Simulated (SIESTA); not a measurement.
Worked example: self-consistent single point of LaSi2Ru3 (P1, 6 atoms in the cell) in SIESTA.

Computed with SIESTA with GGA PBEsol, numerical atomic orbitals DZP, PseudoDojo PBEsol standard norm-conserving potentials (rewritten from UPF to PSML).

The change in words: atoms moved at random. Reference geometry:
```yaml
crystal:
  lattice:
    - [5.74998, 0.00000, 0.00000]
    - [-2.87499, 4.97963, 0.00000]
    - [0.00000, 0.00000, 3.46258]
  atoms:
    - { symbol: La, position: [0.00000, 0.00000, 0.00000] }
    - { symbol: Si, position: [0.33333, 0.66667, 0.00000] }
    - { symbol: Si, position: [0.66667, 0.33333, 0.00000] }
    - { symbol: Ru, position: [0.00000, 0.50000, 0.50000] }
    - { symbol: Ru, position: [0.50000, 0.00000, 0.50000] }
    - { symbol: Ru, position: [0.50000, 0.50000, 0.50000] }
```

Reference input (self-consistent single point, DFT, GGA PBEsol, numerical atomic orbitals DZP, PseudoDojo PBEsol standard norm-conserving potentials (rewritten from UPF to PSML)): XC.functional = GGA; XC.authors = PBEsol; potentials = PseudoDojo PBEsol standard; PAO.BasisSize = DZP; PAO.EnergyShift = 0.01 Ry; MeshCutoff = 350 Ry; kgrid.MonkhorstPack = 5 5 7; OccupationFunction = MP; OccupationMPOrder = 0; ElectronicTemperature = 0.1 eV; MaxSCFIterations = 150; SCF.Mixer.Method = Pulay. This run's input differs from it in these lines:

```diff
@@ -19,8 +19,8 @@
 %block AtomicCoordinatesAndAtomicSpecies
-     0.000000000    0.000000000    0.000000000  1
-    -0.000002875    3.319751660    0.000000000  2
-     2.874990875    1.659873340    0.000000000  2
-    -1.437494000    2.489812500    1.731288000  3
-     2.874988000    0.000000000    1.731288000  3
-     1.437494000    2.489812500    1.731288000  3
+     0.028301382    0.009879576   -0.000373958  1
+    -0.012808072    3.253124277   -0.051831300  2
+     2.803061550    1.621176674    0.003320610  2
+    -1.443787349    2.533827405    1.750993520  3
+     2.928646776    0.024619266    1.739650121  3
+     1.446567462    2.516622801    1.752105007  3
 %endblock AtomicCoordinatesAndAtomicSpecies
```

Output, abridged:

```
        iscf     Eharris(eV)        E_KS(eV)     FreeEng(eV)     dDmax    Ef(eV) dHmax(eV)
   scf:    1    -9248.377589    -9384.017179    -9384.041876  1.573318 -2.877611 22.394637
   scf:    2    -9425.213612    -9430.285296    -9430.302121  1.141968 -5.123811  6.583536
   scf:    3    -9432.113454    -9431.746536    -9431.769127  0.121598 -4.911064  3.207467
   scf:    4    -9431.905602    -9432.021056    -9432.043079  0.080152 -4.931296  2.142702
   scf:    5    -9432.364751    -9432.309810    -9432.331837  0.092056 -4.969312  0.449233
   [... 6 lines left out ...]
   scf:   12    -9432.345625    -9432.345628    -9432.366880  0.000076 -5.022274  0.000633
   scf:   13    -9432.345627    -9432.345627    -9432.366880  0.000022 -5.022342  0.000589
   scf:   14    -9432.345626    -9432.345627    -9432.366880  0.000040 -5.022473  0.000106
   scf:   15    -9432.345627    -9432.345627    -9432.366880  0.000009 -5.022485  0.000081
SCF Convergence by DM+H criterion
max |DM_out - DM_in|         :     0.0000085339
max |H_out - H_in|      (eV) :     0.0000806937
SCF cycle converged after 15 iterations

Using DM_out to compute the final energy and forces

siesta: E_KS(eV) =            -9432.3456

siesta: E_KS - E_eggbox =     -9432.3456

siesta: Atomic forces (eV/Ang):
     1   -0.158706   -0.089211    0.051002
     2   -0.038720    0.563810    1.281769
     3    0.570070    0.237009    0.100105
     4   -0.543119   -0.300231   -0.581766
     5    0.045539   -0.559711   -0.271174
     6    0.127189    0.150404   -0.566363
   Tot    0.002254    0.002070    0.013574
   Max    1.281769
   Res    0.463157    sqrt( Sum f_i^2 / 3N )
   Max    1.281769    constrained

   [... lines left out ...]
siesta: FreeEng =     -9432.366880
   [... lines left out ...]
siesta:     0.004570    0.001477   -0.001099
siesta:     0.001477    0.007864   -0.002375
siesta:    -0.001099   -0.002375   -0.017277

siesta: Cell volume =         99.142984 Ang**3

siesta: Pressure (static):
siesta:                Solid            Molecule  Units
siesta:           0.00001758         -0.00005385  Ry/Bohr**3
siesta:           0.00161427         -0.00494437  eV/Ang**3
siesta:           2.58635019         -7.92175055  kBar
```

The run converged in 15 iterations. Against the reference run the free energy goes up by 16.7 meV/atom, the pressure goes from -0.24 to 0.26 GPa and the largest force goes from 0.000 to 1.401 eV/Å.

The starting cell comes from a database of computed structures (which also holds hypothetical and non-ambient phases and stackings), without a prior relaxation at this level. Its lattice was rescaled by a random factor within 2.5 % of one. For this run, on top of that: atoms moved at random. Spin polarisation is off. Values carry the incompleteness of an atom-centred basis. Forces in this geometry exceed 1 eV/Å.

Cost on one core of a shared machine: roughly 80 s.
